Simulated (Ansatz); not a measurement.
# Effect of isotropic strain −5.91 % on Y

Base system: Y in the hcp (Mg type) structure (space group P6_3/mmc, No. 194; a = 3.6809 Å, c = 5.7213 Å; relaxed with 0.1 eV smearing).

The change: an isotropic linear strain of −5.91 %, atoms relaxed at fixed cell.

Level of theory: DFT with r2SCAN, PAW potentials and a 500 eV plane-wave cutoff in Ansatz (a quantum-chemistry and plane-wave program), no spin-orbit coupling, earlier PAW set. Γ-centred 18×18×10 mesh, Fermi–Dirac width 0.1 eV.

- Volume per atom: 27.96 Å³ (base 33.57 Å³)
- Space group: P6_3/mmc (No. 194) (base P6_3/mmc (No. 194))
- Shortest interatomic distance: 3.353 Å (base 3.564 Å)
- Energy relative to the base (free energy F): +148 meV/atom
- Band gap: zero (base zero)

Final structure:

```
Y
1.0
    3.46332     0.00000     0.00000
   -1.73166     2.99932     0.00000
    0.00000     0.00000     5.38319
Y
2
Direct
  0.33333   0.66667   0.75000
  0.66667   0.33333   0.25000
```

Whether these cells are dynamically stable was not tested. The final runs are not spin-polarised.
